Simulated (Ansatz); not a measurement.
Consider SiC in the zinc blende structure (space group F-43m, No. 216; a = 4.356 Å).

Structures relaxed with plane-wave PAW DFT at the r2SCAN level (Ansatz, a first-principles code, 500 eV), no spin-orbit coupling.

Base:

Simulated powder pattern, Mo Kα, λ = 0.71073 Å (kinematic, ideal powder, no thermal factors, no anomalous dispersion; the 10 strongest lines at most, above 2 %, up to 2θ = 40°):

| 2θ (°) | I/Imax (%) | hkl |
|---|---|---|
| 16.25 | 100 | (111) |
| 18.78 | 19 | (200) |
| 26.68 | 53 | (220) |
| 31.39 | 42 | (311) |
| 32.83 | 6.0 | (222) |
| 38.09 | 8.2 | (400) |

After one change:

Simulated powder pattern, Mo Kα, λ = 0.71073 Å (kinematic, ideal powder, no thermal factors, no anomalous dispersion; the 10 strongest lines at most, above 2 %, up to 2θ = 40°):

| 2θ (°) | I/Imax (%) |
|---|---|
| 16.41 | 100 |
| 18.97 | 19 |
| 26.95 | 53 |
| 31.72 | 41 |
| 33.17 | 5.9 |
| 38.49 | 8.1 |

Question: Which change produced these results?
A. isotropic strain −2.00 %
B. isotropic strain −1.00 %
C. isotropic strain −0.50 %
D. isotropic strain −3.00 %

Answer: B, isotropic strain −1.00 %. Its volume per atom is 10.03 Å³ against 10.33 Å³, and its space group is F-43m (No. 216).

Whether these cells are dynamically stable was not tested.
